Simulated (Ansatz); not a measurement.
## CuI (P4/nmm, No. 129, 4 atoms in the cell; start mp-22863; a measured phase of this formula has another space group)

These are LDA (plane waves, PAW; Ansatz, an electronic-structure program) values and carry that method's errors.

Settings: plane-wave cutoff 520 eV, 8×8×6 k mesh (along the axes of the cell as run), Fermi–Dirac smearing 0.01 eV, no spin polarisation, scalar-relativistic PAW data made under PBE.

Cell (relaxed at this level):

```xyz
4
Lattice="3.9577 0.0000 0.0000 0.0000 3.9577 0.0000 0.0000 0.0000 6.1826" Properties=species:S:1:pos:R:3 pbc="T T T"
Cu     1.9788     1.9788     0.0000
Cu     0.0000     0.0000     0.0000
I      1.9788     0.0000     1.6742
I      0.0000     1.9788     4.5084
```

| Item | Value |
|---|---|
| band gap | 1.49 eV |

Spin–orbit coupling is not included; with these elements it can move the gap by several tenths of an eV or more.

Static lattice: no zero-point or thermal effects.

Computing time: around 24 core-seconds (rough).

A start named mp-… is a Materials Project structure, which need not be a measured phase.
